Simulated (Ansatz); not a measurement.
## Response to strain in Ta2N

Take Ta₂N in the anti-CdI2 type structure (space group P-3m1, No. 164; a = 3.0738 Å, c = 4.8552 Å; relaxed with 0.1 eV smearing) as the base.

Strains are applied to the cell and any free atomic positions relax.

Method: PBE-D3(BJ) in Ansatz (plane waves to 420 eV, PAW, no spin-orbit coupling).

Notes on the quantities. energy relative to the base: free energy F.

```tsv
isotropic strain (%)	energy relative to the base (meV/atom)
-5.87	451.7
-0.96	?
0	0.0
1.81	33.0
5.91	304.3
```

### Question
Fit ΔE = Aε² + Bε³ (ε in %) to the rows shown and predict the withheld row.

### Answer
Least squares on the printed values gives A = 10.9 and B = -0.37 meV/atom (largest residual 0.6 meV/atom); this predicts 10.4 meV/atom, and the run gives 10.2 meV/atom, 0.2 lower.

No phonon test of stability was made. All final runs are without spin polarisation. An odd electron count without spin: Ta2N.

Ansatz is an electronic-structure program.
